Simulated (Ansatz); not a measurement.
Cubic perovskite KZnF3

Calculation: r²SCAN-D4 (PAW; Ansatz, a program for electronic structure).

Numerical settings: plane-wave cutoff 500 eV, 8×8×8 k mesh, gaussian smearing 0.02 eV, scalar-relativistic PAW data made under PBE.

Cell (relaxed at this level):

```cif
data_F3KZn
_chemical_formula_sum 'K1 Zn1 F3'
_space_group_name_H-M_alt 'P 1'
_space_group_IT_number 1
_cell_length_a 4.03800
_cell_length_b 4.03800
_cell_length_c 4.03800
_cell_angle_alpha 90.000
_cell_angle_beta 90.000
_cell_angle_gamma 90.000
loop_
_space_group_symop_operation_xyz
  'x, y, z'
loop_
_atom_site_label
_atom_site_type_symbol
_atom_site_fract_x
_atom_site_fract_y
_atom_site_fract_z
_atom_site_occupancy
K1 K 0.00000 0.00000 0.00000 1
Zn1 Zn 0.50000 0.50000 0.50000 1
F1 F 0.50000 0.00000 0.50000 1
F2 F 0.00000 0.50000 0.50000 1
F3 F 0.50000 0.50000 0.00000 1
```

```yaml
band_gap: 4.65 eV (on the SCF k mesh)
```

Static lattice: no zero-point or thermal effects.

Cost on a shared machine: about 40 core-seconds (a rough figure).
